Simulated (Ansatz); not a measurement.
SrHfO3 (Cmcm, No. 63, 20 atoms in the cell; start mp-4673; a measured phase of this formula has another space group) was calculated with LDA (Ansatz, a quantum-chemistry and plane-wave program, PAW).

Run with plane-wave cutoff 520 eV, 6×6×4 k mesh (along the axes of the cell as run), Fermi–Dirac smearing 0.01 eV, scalar-relativistic PAW data made under PBE.

Cell (relaxed at this level):

```
CELL_PARAMETERS angstrom
      4.00547    -4.06216     0.00000
      4.00547     4.06216     0.00000
      0.00000     0.00000     8.06914
ATOMIC_POSITIONS crystal
  Sr 0.98874 0.01126 0.75000
  Sr 0.01126 0.98874 0.25000
  Sr 0.49343 0.50657 0.75000
  Sr 0.50657 0.49343 0.25000
  Hf 0.50000 0.00000 0.00000
  Hf 0.50000 0.00000 0.50000
  Hf 0.00000 0.50000 0.00000
  Hf 0.00000 0.50000 0.50000
  O  0.95462 0.44669 0.75000
  O  0.04538 0.55331 0.25000
  O  0.44669 0.95462 0.25000
  O  0.55331 0.04538 0.75000
  O  0.21454 0.78546 0.54757
  O  0.78546 0.21454 0.45243
  O  0.78546 0.21454 0.04757
  O  0.21454 0.78546 0.95243
  O  0.28881 0.28881 0.00000
  O  0.71119 0.71119 0.00000
  O  0.71119 0.71119 0.50000
  O  0.28881 0.28881 0.50000
```

Problem. Predict the band gap.

Solution. 
- band gap = 3.99 eV (on the SCF k mesh)

Note: the relaxation could not lower the start's symmetry, so the cell can be a saddle point above a distorted one.

Spin–orbit coupling is not included.

The result took very roughly 5 core-minutes.

A start named mp-… is a Materials Project structure, which need not be a measured phase.
